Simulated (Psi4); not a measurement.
Psi4 1.11, PBE0/def2-svp: Mo(Cl)3(H)3 ([Cl][MoH3]([Cl])[Cl]), 7 atoms. The geometry is a generated start, not checked to be a minimum at this level.

```yaml
task: energy
method: pbe0
basis: def2-svp
memory: 3 GB
maxiter: 100
keys_of_the_molecule_block: symmetry c1
scf_type: df (default)
e_convergence: 1e-06 (default)
d_convergence: 1e-06 (default)
dft_radial_points: 75 (default)
dft_spherical_points: 302 (default)
effective_core_potentials: those of the basis set, past Kr
basis_functions: 100
grid_points: 151177
```

```xyz
7

Mo    -0.0049     0.0149     0.0085
Cl     1.5786     1.1913     0.9293
Cl    -1.4239    -0.0725     1.6584
Cl    -0.9443     1.5469    -1.2206
H     -0.9315    -1.0890    -0.7658
H      0.7076    -1.3220     0.6291
H      1.0185    -0.2696    -1.2389
```

Charge 0 and multiplicity 1 are set for this test and not shown to be the ground state.

With the defaults (diis = true, scf_initial_accelerator = adiis, damping_percentage = 0, guess = auto, which took SAD, diis_max_vecs = 10, level_shift = 0, level_shift_cutoff = 0.01, soscf = false) it converges in 10 SCF iterations. One run each on 2 threads, with these changes:
- level_shift = 0.5, level_shift_cutoff = 0.001
- guess = sadno
- guess = huckel
- diis_max_vecs = 20
- scf_initial_accelerator = ediis
- guess = sap
- guess = core
- soscf = true
- diis = false, scf_initial_accelerator = none, damping_percentage = 60

Question: Which of these changes keep the SCF from converging, or lead it to another solution?

Answer: No convergence: diis = false, scf_initial_accelerator = none, damping_percentage = 60 (the run ends without SCF convergence in 100 iterations). The rest reach the solution of the defaults.

| setting | SCF iterations | JK calls | end |
|---|---|---|---|
| soscf = true | 7 | 23 | same solution |
| the defaults | 10 | 11 | same solution |
| diis_max_vecs = 20 | 10 | 11 | same solution |
| scf_initial_accelerator = ediis | 10 | 11 | same solution |
| level_shift = 0.5, level_shift_cutoff = 0.001 | 11 | 12 | same solution |
| guess = huckel | 12 | 32 | same solution |
| guess = sadno | 12 | 12 | same solution |
| guess = sap | 14 | 14 | same solution |
| guess = core | 15 | 15 | same solution |
| diis = false, scf_initial_accelerator = none, damping_percentage = 60 | 100 | 101 | no convergence |

An SOSCF iteration holds several JK calls; a Hückel guess adds calls on atoms. 1 further run of the study ended by our limits or in an error and is left out.
